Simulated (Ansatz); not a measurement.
System: cubic perovskite BaHfO3. Method: r²SCAN in Ansatz (PAW).

Numerical settings: plane-wave cutoff 600 eV, 6×6×6 k mesh, finite displacements, scalar-relativistic PAW data made under PBE.

Cell (measured lattice):

BaHfO$_{3}$ has the cubic space group Pm-3m (No. 221), the cubic perovskite structure, Pearson symbol cP5. Cell: a = 4.1710 Å, b = 4.1710 Å, c = 4.1710 Å, α = 90.00°, β = 90.00°, γ = 90.00°. Ba on 1a sees 12 O at 2.949 Å (cuboctahedral). Hf on 1b is coordinated by 6 O at 2.086 Å (octahedral). O on 3c is surrounded by 2 Hf at 2.086 Å and 4 Ba at 2.949 Å (octahedral). (Neighbours: up to the widest gap in distance over summed covalent radii, below 1.35, at either atom; cation-cation and far metal-metal contacts left out.)

Problem. Give the computed high-frequency dielectric constant and static dielectric constant.

Solution. 
high-frequency dielectric constant: 4.34
static dielectric constant: 37.1

Note: the cell isn't this level's own, so it is under some stress, which shifts stiffness and frequencies.

Spin–orbit coupling is not included.

Ansatz is a first-principles code.
